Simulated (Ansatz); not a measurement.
System: interstitial Na in wurtzite AlN (charge state +1). The step: one Na atom jumps by itself; the atom moves 2.30 Å along (0.73, 0.73, 0.00) of the unit cell; the moving atom starts with neighbours Al at 2.36, 2 Al at 2.41, 2 Al at 2.48; N at 2.12, 4 N at 2.29, N at 2.73 Å and ends with Al at 2.36, 2 Al at 2.41, 2 Al at 2.48; N at 2.12, 4 N at 2.29, N at 2.73 Å. A PBE band in Ansatz (plane-wave PAW, the Γ point alone, 72 host sites, 33 SCF runs with any check of the saddle's order, static, no finite-size correction) gives a forward barrier of 0.67 eV. The saddle point's order was not checked, and it lies on a symmetry element of the cell, where a band can be held. The charge state is imposed; whether it is stable for some Fermi level was not computed. Sites that were not tried may lie lower. The start lies 0.14 eV above the lowest site run (PBE). The order of the sites in energy changes with the mesh.

Single points at the band's start and saddle point can refine it. Rough cost of one point, in units of the band's mean SCF on the same machine:

| Level | Cost of one point |
|---|---|
| PBE, a 2×2×2 k-point mesh shifted by half a step along c | about 6 |
| r2SCAN at 500 eV, the Γ point alone | about 4 |

**Question.** Which of these move the barrier by more than 0.1 eV, and how far does each move it?

**Answer.** PBE, a 2×2×2 k-point mesh shifted by half a step along c: +0.04 eV; r2SCAN at 500 eV, the Γ point alone: +0.13 eV. Each functional is compared with PBE at the same k-points.

Ansatz is an electronic-structure program.
